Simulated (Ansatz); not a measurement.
# Pressure series in Si

The reference is Si in the diamond structure (space group Fd-3m, No. 227; a = 5.444 Å).

Cell and atoms are relaxed at each pressure.

The values are results of r2SCAN in Ansatz (plane waves to 500 eV, PAW, scalar-relativistic without spin-orbit coupling), not measurements.

Task: Only one of these has no band gap. Which?
(A) pressure 3 GPa
(B) pressure 50 GPa
(C) pressure 100 GPa

Result: C, pressure 100 GPa. Computed: pressure 50 GPa: 0.11 eV; pressure 100 GPa: zero; pressure 3 GPa: 0.72 eV

A case with no gap was solved on a k-mesh chosen for an insulator, which is coarse for it. Load acts through the strain it causes; cell and atoms are relaxed under it. Stability against distortions was not tested. Measured, Si leaves this structure (for the β-tin structure) near 12 GPa (room temperature; as listed in arXiv:1906.07825). The zero or small gap of Si under pressure 50 GPa can change with the level of theory.

Ansatz is a first-principles code.
